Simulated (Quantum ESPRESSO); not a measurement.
# Several settings converged on HfPt3 (P4mm, 4 atoms in the cell)

```xyz
4
Lattice="4.0225 0.0000 0.0000 0.0000 4.0225 0.0000 0.0000 0.0000 4.0225" Properties=species:S:1:pos:R:3 pbc="T T T"
Hf     0.0000     0.0000     0.0500
Pt     2.0112     2.0112     0.0000
Pt     0.0000     2.0112     2.0112
Pt     2.0112     0.0000     2.0112
```

Base method: LDA (PZ), GBRV 1.5 ultrasoft (LDA) pseudopotentials (plane waves; Quantum ESPRESSO).

Base settings: ecutwfc = 40 Ry; ecutrho = 320 Ry; occupations = smearing; smearing = gauss; degauss = 0.0073499 Ry; potentials = {Hf: hf_lda_v1.uspp.F.UPF, Pt: pt_lda_v1.4.uspp.F.UPF}; K_POINTS = automatic 4 4 4 0 0 0; conv_thr = 1e-09 Ry.

The count of work is k-points × plane waves × bands × iterations; it is no time. Core times come from one kind of shared machine, to one figure; runs under 30 s give none.

**Shifted k-point meshes**

Only quantities that move along the ladder and can be compared are tabulated.

```tsv
K_POINTS	free energy less the last step's (meV/atom)	pressure (GPa)	largest difference of a force vector from the last step's (eV/Å)	count of work / last
automatic 2 2 2 1 1 1	4.25	-13.76	0.223	0.0023
automatic 4 4 4 1 1 1	12.97	-13.42	0.012	0.014
automatic 6 6 6 1 1 1	-0.46	-13.16	0.006	0.044
automatic 8 8 8 1 1 1	-1.51	-13.26	0.001	0.099
automatic 10 10 10 1 1 1	0.24	-13.26	0.000	0.17
automatic 18 18 18 1 1 1	0.00	-13.25	0.000	1.0
```

Coarsest K_POINTS that holds the pressure within 0.1 GPa of the last step, with all finer ones: automatic 6 6 6 1 1 1, at 0.044 of the last step's count of work; the step before is off by 0.17 GPa.

Coarsest K_POINTS that holds the forces within 0.02 eV/Å of the last step, with all finer ones: automatic 4 4 4 1 1 1, at 0.014 of the last step's count of work; the step before is off by 0.22 eV/Å.

Coarsest K_POINTS that holds the free energy within 1 meV/atom of the last step, with all finer ones: automatic 10 10 10 1 1 1, at 0.17 of the last step's count of work; the step before is off by 1.5 meV/atom.

**The k-point mesh at a smearing width of 0.3 eV**

In this ladder: degauss = 0.02205 Ry.

Only quantities that move along the ladder and can be compared are tabulated.

| K_POINTS | free energy less the last step's (meV/atom) | pressure (GPa) | largest difference of a force vector from the last step's (eV/Å) | count of work / last | core time / last (rough) |
|---|---|---|---|---|---|
| automatic 3 3 3 0 0 0 | 15.71 | -12.18 | 0.015 | 0.015 | – |
| automatic 5 5 5 0 0 0 | 0.78 | -13.21 | 0.002 | 0.047 | 0.1 |
| automatic 8 8 8 0 0 0 | 1.36 | -13.20 | 0.001 | 0.19 | 0.3 |
| automatic 11 11 11 0 0 0 | -0.51 | -13.23 | 0.000 | 0.28 | 0.3 |
| automatic 16 16 16 0 0 0 | 0.00 | -13.22 | 0.000 | 1.0 | 1 |

Coarsest K_POINTS that holds the forces within 0.01 eV/Å of the last step, with all finer ones: automatic 5 5 5 0 0 0, at 0.047 of the last step's count of work and about 0.1 of the last step's time; the step before is off by 0.015 eV/Å.

Coarsest K_POINTS that holds the pressure within 0.05 GPa of the last step, with all finer ones: automatic 5 5 5 0 0 0, at 0.047 of the last step's count of work and about 0.1 of the last step's time; the step before is off by 1.0 GPa.

Coarsest K_POINTS that holds the free energy within 2 meV/atom of the last step, with all finer ones: automatic 5 5 5 0 0 0, at 0.047 of the last step's count of work and about 0.1 of the last step's time; the step before is off by 16 meV/atom.

**The number of bands**

The mesh stays at the base's, so the ladder's end is converged at best in this setting alone.

Only quantities that move along the ladder and can be compared are tabulated.

```csv
nbnd,free energy less the last step's (meV/atom),pressure (GPa),largest difference of a force vector from the last step's (eV/Å),count of work / last
30,17.56,-12.98,0.048,1.6
32,0.00,-13.19,0.000,0.64
34,0.00,-13.19,0.000,0.59
40,0.00,-13.18,0.000,0.65
62,0.00,-13.18,0.000,1.0
```

Coarsest nbnd that holds the free energy within 0.5 meV/atom of the last step, with all finer ones: 32; the step before is off by 18 meV/atom.

Coarsest nbnd that holds the pressure within 0.1 GPa of the last step, with all finer ones: 32; the step before is off by 0.20 GPa.

Coarsest nbnd that holds the forces within 0.01 eV/Å of the last step, with all finer ones: 32; the step before is off by 0.048 eV/Å.

On the base run: the starting cell comes from a database of computed structures (which also holds hypothetical and non-ambient phases and stackings), without a prior relaxation at this level. Its lattice was rescaled by up to half a per cent. One atom was moved a little off its site on purpose. Spin polarisation is off. In the base run, with a pressure of about -13 GPa the cell is away from its equilibrium volume at this level. Without a gap this mesh is coarse (it stands for a supercell whose shortest vector is 16 Å).
